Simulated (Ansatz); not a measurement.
Levels about the gap of amorphous Ti$_{20}$O$_{41}$Zn (62 atoms in a cell of 761 Å³, 3.66 g/cm³; zone centre alone, so wide bands show as single levels with stretches between that a denser mesh fills), at the geometry that PBE relaxed, where it gives 1.6 GPa on a denser mesh. The participation number counts the atoms over which a state spreads; weights are charges in smoothed Voronoi cells. The levels come from a single point, so bond lengths are those of that geometry. Method of the levels: PBE, scalar-relativistic without spin-orbit coupling (Ansatz, an electronic-structure program). Sampling: the zone centre alone; Fermi-Dirac width 0.02 eV; no spin polarisation. At PBE the levels at the filled edge of the gap are localised (band-tail or defect states).

It comes from a melt-quench run on a machine-learned potential (CHGNet), relaxed afterwards by DFT. O atoms were pushed apart under 1.9 Å during the dynamics, to hinder bonds among them. The hot cell started wider than the set density and was brought back towards it in steps. It is the lowest in DFT energy of 2 quenches. It is a model cell: composition and starting density were chosen by hand, and all elements were melted together. No dispersion term was used. Its density started from a set value of 3.66 and ended at 3.66 g/cm³. Cooling (nominally 300 K/ps over its main leg) ran many orders faster than in experiment, which tends to leave more defects and strain. Values belong to this one cell and scatter from quench to quench. The volume was held where the preparation left it and the shape relaxed, at a PBE pressure of 1.6 GPa. Stress components on the final sampling reach 1.8 GPa.

```json
[
 {"E - E(highest filled), eV": "-0.33", "filling": "filled", "participation number": "25.4", "largest on": "O, 3 neighbours", "weight O": "0.93", "weight Ti": "0.06", "weight Zn": "0.01"},
 {"E - E(highest filled), eV": "-0.28", "filling": "filled", "participation number": "20.5", "largest on": "O, 3 neighbours", "weight O": "0.92", "weight Ti": "0.07", "weight Zn": "0.01"},
 {"E - E(highest filled), eV": "-0.26", "filling": "filled", "participation number": "14.5", "largest on": "O, 3 neighbours", "weight O": "0.93", "weight Ti": "0.07", "weight Zn": "0.01"},
 {"E - E(highest filled), eV": "-0.20", "filling": "filled", "participation number": "20.7", "largest on": "O, 2 neighbours", "weight O": "0.92", "weight Ti": "0.08", "weight Zn": "0.01"},
 {"E - E(highest filled), eV": "-0.18", "filling": "filled", "participation number": "15.4", "largest on": "O, 2 neighbours", "weight O": "0.91", "weight Ti": "0.08", "weight Zn": "0.00"},
 {"E - E(highest filled), eV": "-0.09", "filling": "filled", "participation number": "9.7", "largest on": "O, 2 neighbours", "weight O": "0.93", "weight Ti": "0.07", "weight Zn": "0.00"},
 {"E - E(highest filled), eV": "0.00", "filling": "filled", "participation number": "10.4", "largest on": "O, 3 neighbours", "weight O": "0.93", "weight Ti": "0.06", "weight Zn": "0.02"},
 {"E - E(highest filled), eV": "2.72", "filling": "empty", "participation number": "11.4", "largest on": "Ti, 6 neighbours", "weight O": "0.20", "weight Ti": "0.80", "weight Zn": "0.00"},
 {"E - E(highest filled), eV": "2.79", "filling": "empty", "participation number": "15.7", "largest on": "Ti, 6 neighbours", "weight O": "0.17", "weight Ti": "0.83", "weight Zn": "0.00"},
 {"E - E(highest filled), eV": "2.82", "filling": "empty", "participation number": "13.7", "largest on": "Ti, 6 neighbours", "weight O": "0.22", "weight Ti": "0.78", "weight Zn": "0.00"},
 {"E - E(highest filled), eV": "2.89", "filling": "empty", "participation number": "19.0", "largest on": "Ti, 6 neighbours", "weight O": "0.17", "weight Ti": "0.83", "weight Zn": "0.00"},
 {"E - E(highest filled), eV": "2.93", "filling": "empty", "participation number": "17.8", "largest on": "Ti, 6 neighbours", "weight O": "0.20", "weight Ti": "0.80", "weight Zn": "0.00"},
 {"E - E(highest filled), eV": "3.04", "filling": "empty", "participation number": "18.1", "largest on": "Ti, 6 neighbours", "weight O": "0.19", "weight Ti": "0.80", "weight Zn": "0.00"},
 {"E - E(highest filled), eV": "3.05", "filling": "empty", "participation number": "10.3", "largest on": "Ti, 5 neighbours", "weight O": "0.18", "weight Ti": "0.82", "weight Zn": "0.00"}
]
```

Most localised among these is the filled level at -0.09 eV, on a O atom, which has 2 neighbours (Ti 1.81 Å, Ti 1.85 Å).
